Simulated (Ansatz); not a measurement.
System: Be5Au (F-43m, No. 216). Method: r²SCAN-D4 in Ansatz (plane waves, PAW).

Settings: plane-wave cutoff 560 eV, 16×16×16 k mesh, Fermi–Dirac smearing 0.05 eV, scalar-relativistic PAW data made under PBE.

Energies at three volumes about the minimum:

```csv
V (Å³/atom),E − E_lowest (meV/atom)
9.185,1.79
9.372,0.00
9.560,1.66
```

**Question.** Fit a parabola by hand: where is the minimum, what lattice constant follows, and what is the bulk modulus?

**Answer.** Slopes: (0.00 − 1.79)/(9.372 − 9.185) = -9.572 and (1.66 − 0.00)/(9.560 − 9.372) = 8.830 meV/Å³. Curvature E″ = 2 × (8.830 − (-9.572))/(9.560 − 9.185) = 98.144 meV/Å⁶. From the middle of the first interval, the slope vanishes at V0 = 9.2785 − (-9.572)/98.144 = 9.376 Å³/atom. B = V0 E″ = 9.376 × 98.144 meV/Å³ × 0.1602 GPa per meV/Å³ = 147 GPa. With 24 atoms in the cube, a = (24 × 9.376)^(1/3) = 6.082 Å. The full Birch–Murnaghan fit to all volumes gives V0 = 9.373 Å³/atom and B0 = 147 GPa.

Ansatz is a quantum-chemistry and plane-wave program.
